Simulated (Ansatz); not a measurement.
The starting structures come from a database of crystals and need not be the phases stable at ambient conditions.

By PBEsol, the system below comes out a metal.

The ballistic (Sharvin) conductance counts the channels at the Fermi level: G/A = (e²/h) × channels of both spins per area.

Input:

```xyz
5
Lattice="4.3527 0.0000 0.0000 2.1763 7.1431 0.0000 2.1763 0.0000 2.1763" Properties=species:S:1:pos:R:3 pbc="T T T"
Al     0.0000     0.0000     0.0000
Al     4.3527     2.7690     0.0000
Al     2.1763     4.3741     0.0000
Ru     4.3527     5.6306     0.0000
Ru     2.1763     1.5125     0.0000
```

Space group of this cell: I4/mmm. The cell is taken as given; by PBEsol its mean pressure is -1.0 GPa.

The current flows along the normal of the first two printed cell vectors, the (110) plane of the conventional cell. No spin-orbit coupling; the value is a mean over 0.1 eV about the Fermi level.

Q: Compute, with Ansatz (a quantum-chemistry and plane-wave program) with PBEsol, the ballistic conductance per area.

A: 0.52 × 10¹⁵ S/m² for both spins.
